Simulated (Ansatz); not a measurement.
## LaNbN₃ (space group R3c, No. 161; a hypothetical phase, not in the database extracts checked)

```cif
data_La6N18Nb6
_chemical_formula_sum 'La6 Nb6 N18'
_space_group_name_H-M_alt 'R3c :H'
_space_group_IT_number 161
_space_group_name_Hall 'R 3 -2"c'
_cell_length_a 5.75225
_cell_length_b 5.75225
_cell_length_c 13.83688
_cell_angle_alpha 90.000
_cell_angle_beta 90.000
_cell_angle_gamma 120.000
loop_
_atom_site_label
_atom_site_type_symbol
_atom_site_symmetry_multiplicity
_atom_site_Wyckoff_symbol
_atom_site_fract_x
_atom_site_fract_y
_atom_site_fract_z
_atom_site_occupancy
La1 La 6 a 0.00000 0.00000 0.03952 1
Nb1 Nb 6 a 0.00000 0.00000 0.29108 1
N1 N 18 b 0.00419 0.56941 0.05036 1
```
(The calculation used a cell of 10 atoms; values per cell refer to that cell.)

Level of theory: plane-wave PAW DFT at the PBEsol level (Ansatz, a quantum-chemistry and plane-wave program, 420 eV), no spin-orbit coupling. Γ-centred 10×10×10 mesh, Fermi–Dirac width 0.05 eV.

| Quantity | Value |
|---|---|
| Volume per atom | 13.22 Å³ |
| Density | 6.88 g/cm³ |
| Band gap | zero |
| Total energy | -2359.506 eV/atom (σ→0; compares only within this code and set-up) |

Whether these cells are dynamically stable was not tested. All final runs are without spin polarisation.
